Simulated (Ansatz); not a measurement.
Consider Bi (space group R-3m, No. 166; a = 4.472 Å, c = 11.265 Å (hexagonal axes); relaxed with 0.1 eV smearing). Axes: x lies along a and z along c of the hexagonal cell.

All numbers come from plane-wave PAW DFT at the PBEsol-D3(BJ) level (Ansatz, a quantum-chemistry and plane-wave program, 420 eV), scalar-relativistic without spin-orbit coupling.

Strains are applied to the cell and any free atomic positions relax; under biaxial strain the out-of-plane vector relaxes too.

One change was made to it. Results:

The energy increases by 12 meV/atom; the volume per atom drops by 0.68 Å³ (32.52 Å³ → 31.84 Å³); the pressure (mean of the normal stresses, compression positive) goes from zero to 1.0 GPa.

Question: What was done to the base?
A. biaxial strain −3.28 %, plane normal [001], relaxed out of plane
B. tensor shear ε_xz = −0.35 %
C. uniaxial strain ε_xx = −2.77 %
D. biaxial strain +3.97 %, plane normal [001], relaxed out of plane

Answer: A, biaxial strain −3.28 %, plane normal [001], relaxed out of plane. For comparison, the energy relative to the base in the other runs: biaxial strain +3.97 %, plane normal [001], relaxed out of plane gives +15 meV/atom; uniaxial strain ε_xx = −2.77 % gives +6.3 meV/atom; tensor shear ε_xz = −0.35 % gives +0.1 meV/atom.

Whether these cells are dynamically stable was not tested.
